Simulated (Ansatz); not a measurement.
NiSi2 under a change: isotropic strain −1.33 %

The parent structure is NiSi$_{2}$ (space group Fm-3m, No. 225; a = 5.387 Å; non-magnetic).

One thing is altered: an isotropic linear strain of −1.33 %, atoms relaxed at fixed cell.

Level of theory: r2SCAN (Ansatz, an electronic-structure program), without spin-orbit coupling. Γ-centred 15×15×15 mesh, Fermi–Dirac width 0.05 eV.

The volume per atom shrinks by 0.513 Å³, from 13.03 Å³ to 12.51 Å³ and the space group stays Fm-3m (No. 225). The shortest interatomic distance decreases by 0.059 bohr (4.408 bohr → 4.349 bohr) and the energy goes up by 11 meV/atom. The pressure goes from zero to 7.1 GPa and the band gap stays zero.

No phonon test of stability was made. Seeded moments were not kept for the base. All final runs are without spin polarisation.
